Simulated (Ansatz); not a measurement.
Structure of amorphous Hf$_{18}$O$_{35}$H (periodic cell):

```xyz
54
Lattice="8.8401 0.0000 0.0000 0.0000 8.8401 0.0000 0.0000 0.0000 8.8401" Properties=species:S:1:pos:R:3 pbc="T T T"
Hf     4.0249     1.4993     2.2850
Hf     7.4297     3.4268     3.9854
Hf     2.9363     3.9874     0.2620
Hf     3.4055     0.6866     7.9737
Hf     7.4291     6.9592     2.2203
Hf     1.2281     7.4874     0.0254
Hf     6.2174     3.5905     0.6256
Hf     5.8773     0.0400     4.7255
Hf     1.4565     5.4653     2.9367
Hf     1.7393     1.5938     4.7488
Hf     4.3821     6.9171     1.5079
Hf     6.6300     0.3550     8.1512
Hf     5.4673     5.7500     6.9567
Hf     8.6670     7.2523     5.6692
Hf     4.4395     3.0219     5.6114
Hf     3.0718     7.1812     5.1345
Hf     0.4827     2.2413     0.8005
Hf     8.2344     4.3005     7.2110
O      2.7178     2.0194     0.6642
O      6.3943     3.6624     5.8200
O      1.3782     8.5297     5.1917
O      7.2813     5.8671     6.1145
O      0.7053     7.0784     2.0266
O      1.3407     5.9644     4.9178
O      2.7889     7.7336     7.2621
O      5.2523     1.3838     0.4990
O      5.6326     8.1360     2.5719
O      1.4372     3.7799     1.9248
O      8.1439     5.2221     3.2987
O      2.7569     2.0554     6.4934
O      2.6712     5.9398     0.6801
O      4.4094     3.5255     1.7301
O      3.9255     5.0166     5.7450
O      5.3311     7.3895     8.3518
O      0.1170     2.7697     5.0016
O      1.1414     1.1352     2.6817
O      1.1053     3.6121     8.1828
O      0.3699     6.2675     7.5599
O      3.2065     2.7320     3.9493
O      6.0444     5.5898     1.5262
O      7.5847     2.8025     2.0210
O      7.5825     2.3074     8.2691
O      5.0935     1.0635     6.6427
O      1.1024     0.5866     8.4146
O      3.3073     6.3727     3.2124
O      3.2579     8.5506     1.1049
O      7.6263     7.9120     4.0144
O      5.0746     7.2602     5.5488
O      5.7385     2.0059     3.9404
O      7.4109     8.7642     6.3497
O      3.7149     0.1923     4.1483
O      4.6449     4.0211     7.9745
O      7.8478     8.1380     0.5571
H      1.0259     0.1625     2.6095
```

All values below come from PBE, scalar-relativistic without spin-orbit coupling (plane waves to 420 eV, PAW; Ansatz, a program for electronic structure). The usual formal charges leave 3 electrons over, so the level spacing at the Fermi energy parts defect or band states and needn't be the band gap. In the spin-polarised cell the level spacing at the Fermi energy can part levels of unlike spin.

The cell was made by melting and quenching with the CHGNet potential and then relaxed with DFT. O atoms were pushed apart under 1.9 Å during the dynamics, to hinder bonds among them. The hot cell started wider than the set density and was brought back towards it in steps. It is the lowest in DFT energy of 4 quenches. It is a model cell: composition and starting density were chosen by hand, and all elements were melted together. No dispersion term was used. Its density started from a set value of 9.07 and ended at 9.07 g/cm³. Cooling (nominally 760 K/ps over its main leg) ran many orders faster than in experiment, which tends to leave more defects and strain. A cell of this size samples the disorder only roughly. The volume was held where the preparation left it, at a PBE pressure of -1.3 GPa (tension). Stress components on the final sampling reach 3.0 GPa. On a 2×2×2 Γ-centred mesh force components of up to 0.32 eV/Å stay, since the relaxation ran on the zone centre alone. Cycles of charging lowered its energy after that relaxation.

Cut-offs for bonds: Hf-Hf 3.34 Å, Hf-O 2.96 Å, Hf-H 2.27 Å, O-O 1.58 Å, O-H 1.16 Å, H-H 0.90 Å. Two cations that share two anions don't count as bonded, nor two that share one unless they lie closer than Hf-Hf 3.25 Å.

Task: Give the coordination numbers, mean bond lengths and angles.

Result: 
```json
{
  "Mean coordination of Hf by anions": "6.50 (1 with 5, 10 with 6, 5 with 7, 1 with 8, 1 with 9); 2 close contacts or bonds to cations besides",
  "Mean coordination of O": "3.37 (22 with 3, 13 with 4)",
  "Mean coordination of H": "1.00 (1 with 1)",
  "Mean Hf-O bond": "2.190 Å (spread 0.182 Å, 117 counted)",
  "Mean Hf-Hf close contact": "3.107 Å (spread 0.000 Å, 1 counted)",
  "Bond angle at Hf": "mean 101.7°, spread 29.8°",
  "Bond angle at O": "mean 112.2°, spread 18.6°"
}
```

Task: List the pairs of like atoms that count as bonded by the rules above.

Result: Hf7-Hf18 (3.11 Å).
